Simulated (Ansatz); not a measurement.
```yaml
crystal:
  lattice:
    - [3.90145, 0.00000, 0.00000]
    - [0.00000, 3.90145, 0.00000]
    - [1.95072, -1.95072, 2.89207]
  atoms:
    - { symbol: Ga, position: [0.00000, 0.00000, 0.00000] }
    - { symbol: As, position: [0.75000, 0.75000, 0.50000] }
```

No spin polarisation.

Level of theory: PBEsol (Ansatz, a first-principles code; PAW; 420 eV plane waves; no spin-orbit coupling). k-mesh 10×10×10 (Γ-centred); smearing 0.05 eV (Fermi–Dirac).

Task: Estimate the valence-band top at Γ (three highest levels, from the VBM).

Result: 0.00, 0.00, -0.30 eV.

Task: Predict the band gap.

Result: 0.52 eV.

Task: Predict the mean in-plane stress (compression positive).

Result: +3.1 GPa.

The cells carry an imposed strain or load. Whether these cells are dynamically stable was not tested. The cell was made from GaAs in the zinc blende structure (space group F-43m, No. 216) by this change: biaxial strain −2.50 %, plane normal [001], relaxed out of plane.
